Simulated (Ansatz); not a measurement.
## Effect of Pt → Ir on Pt

Base system: Pt in the fcc (Cu type) structure (space group Fm-3m, No. 225; a = 3.9403 Å).

One thing is altered: full substitution Pt → Ir; the structure is relaxed again.

All numbers come from r2SCAN (Ansatz, an electronic-structure program, PAW, no spin-orbit coupling). k-mesh 21×21×21 (Γ-centred); smearing 0.05 eV (Fermi–Dirac), for the changed cell.

```csv
quantity,base,changed,shift
volume per atom,15.29 Å³,14.20 Å³,-1.09 Å³
lattice parameter a,3.940 Å,3.844 Å,-0.096 Å
space group,Fm-3m (No. 225),Fm-3m (No. 225),–
band gap,zero,zero,–
```

Whether these cells are dynamically stable was not tested. All final runs are without spin polarisation.
